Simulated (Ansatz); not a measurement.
Data:

```xyz
2
Lattice="0.0000 2.1943 2.1643 2.1643 0.0000 2.1643 2.1643 2.1943 0.0000" Properties=species:S:1:pos:R:3 pbc="T T T"
C      0.0000     0.0000     0.0000
Ti     2.1643     2.1943     2.1643
```

No spin polarisation.

Computed with r2SCAN (Ansatz, a program for electronic structure; PAW; 500 eV plane waves; no spin-orbit coupling), earlier PAW set. k-mesh 23×23×23 (Γ-centred); smearing 0.1 eV (Fermi–Dirac).

What is the computed band gap?

Zero.

Estimate the stress (xx, yy, zz, yz, xz, xy; compression positive).

(-1.7, -6.8, -1.7, 0.0, 0.0, 0.0) GPa.

What space group does the calculation give?

I4/mmm (No. 139).

The cells carry an imposed strain or load. Whether these cells are dynamically stable was not tested. The final runs are not spin-polarised. The cell was made from TiC in the rock salt structure (space group Fm-3m, No. 225) by this change: uniaxial strain ε_yy = +1.39 %.
